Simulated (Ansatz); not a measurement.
**Effect of uniaxial stress, 1 GPa tension along z on MoP**

Base system: MoP (space group P-6m2, No. 187; a = 3.208 Å, c = 3.173 Å; relaxed with 0.1 eV smearing). Axes: x lies along a and z along c of the hexagonal cell.

Now apply this change: uniaxial stress, 1 GPa tension along z, with the cell and atoms free to relax against it.

The values are results of plane-wave PAW DFT at the PBEsol level (Ansatz, a first-principles code, 420 eV), without spin-orbit coupling, earlier PAW set, not measurements. k-mesh 21×21×18 (Γ-centred); smearing 0.1 eV (Fermi–Dirac).

```csv
quantity,base,changed,shift
volume per atom,14.14 Å³,14.15 Å³,+0.01 Å³
space group,P-6m2 (No. 187),P-6m2 (No. 187),–
shortest interatomic distance,2.439 Å,2.440 Å,+0.001 Å
energy relative to the base (free energy F),0 meV/atom,+0.1 meV/atom,+0.1 meV/atom
band gap,zero,zero,–
"strain response (xx, yy, zz)",–,"(−0.09, −0.09, +0.25) %",–
```

Final structure:

```xyz
2
Lattice="3.2050 0.0000 0.0000 -1.6025 2.7756 0.0000 0.0000 0.0000 3.1809" Properties=species:S:1:pos:R:3 pbc="T T T"
Mo     0.0000     0.0000     0.0000
P      1.6025     0.9252     1.5904
```

Stability under load was not tested beyond the relaxation. The final runs are not spin-polarised. An odd electron count without spin: MoP.
